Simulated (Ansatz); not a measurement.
Start from TiO$_{2}$ in the anatase structure (space group I4_1/amd, No. 141; a = 3.778 Å, c = 9.589 Å). Axes: x, y, z lie along a, b, c of the conventional cell.

All numbers come from r2SCAN (Ansatz, a first-principles code), no spin-orbit coupling, earlier PAW set.

For the base:

```
Quantity                         Result
-----------------------------  --------
Shortest interatomic distance   1.933 Å
Band gap                        2.53 eV
Pressure                       0.00 GPa
```

Modification: the cell is stretched by 4.62 % along z with no lateral relaxation, atoms relaxed at fixed cell.

Question: What happens to the energy relative to the base, shortest interatomic distance, band gap and pressure?

Answer: The energy rises by 15 meV/atom; the shortest interatomic distance goes up by 0.016 Å (1.933 Å → 1.949 Å); the band gap increases by 0.093 eV (2.53 eV → 2.63 eV); the pressure (mean of the normal stresses, compression positive) goes from zero to -7.47 GPa.

The cells carry an imposed strain or load. Whether these cells are dynamically stable was not tested. All final runs are without spin polarisation.
